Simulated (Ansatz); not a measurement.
Smallest direct gap on the k points sampled of Ca2Sn (Fm-3m, No. 225; start mp-1009730) at several levels of theory

No measured value is used here.

```csv
level (code),value (eV)
LDA (Ansatz),0.67
PBEsol (Ansatz),0.66
PBEsol+SOC (Ansatz),0.56
HSE06 (Ansatz),1.18
HSE06+SOC (Ansatz),1.08
PBE0 (Ansatz),1.80
```

Computed values are for a static lattice. Spin–orbit coupling is included only where a level's name says +SOC; with heavier elements it mostly lowers gaps and can invert bands.  Values are at the PBEsol cell. Cutoffs and k meshes differ between the levels. Ansatz's density-functional and Hartree–Fock values are scalar-relativistic unless marked +SOC, with PAW data made under PBE.

A start named mp-… is a Materials Project structure, which can be a computed phase never made.

Ansatz is a first-principles code.
